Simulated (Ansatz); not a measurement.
Start from La$_{2}$O$_{3}$ (space group P-3m1, No. 164; a = 3.9061 Å, c = 6.0400 Å).

Method: PBEsol (Ansatz, a program for electronic structure; PAW; 420 eV plane waves; scalar-relativistic without spin-orbit coupling).

Base values:

```
Item                         Value
-------------------  -------------
Smallest direct gap        3.86 eV
Electron mass        1.3 mₑ (at K)
```

One thing is altered: cell and atoms relaxed at a pressure of 15 GPa.

Q: How does this affect the smallest direct gap and electron mass?

A: The smallest direct gap falls by 0.04 eV to 3.82 eV; the electron mass goes from 1.3 mₑ (at K) to 1.1 mₑ (at K).

Load acts through the strain it causes; cell and atoms are relaxed under it. Effective masses come from finite differences of ±0.01 Å⁻¹. No phonon test of stability was made. Competing high-pressure phases were not computed.
